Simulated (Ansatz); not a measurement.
Consider the following.

```
Hf
1.0
    3.11643    -0.00837     0.00095
   -1.56546     2.71184    -0.02045
    0.00150    -0.03650     4.98243
Hf
2
Direct
  0.33476   0.66734   0.75002
  0.66524   0.33266   0.24998
```

No spin polarisation.

Level of theory: Ansatz (a quantum-chemistry and plane-wave program) PBEsol, without spin-orbit coupling. Γ-centred 17×17×9 mesh, Fermi–Dirac width 0.05 eV.

Predict the band gap, pressure and space group.

The band gap comes out as zero and the pressure (mean of the normal stresses, compression positive) is 3.2 GPa. The space group comes out as P-1 (No. 2).

The cells carry an imposed strain or load. Whether these cells are dynamically stable was not tested. All final runs are without spin polarisation. The cell was made from Hf in the hcp (Mg type) structure (space group P6_3/mmc, No. 194) by this change: strain tensor (xx, yy, zz, yz, xz, xy) = (−1.35, −1.03, −0.35, −0.73, +0.03, −0.27) %.
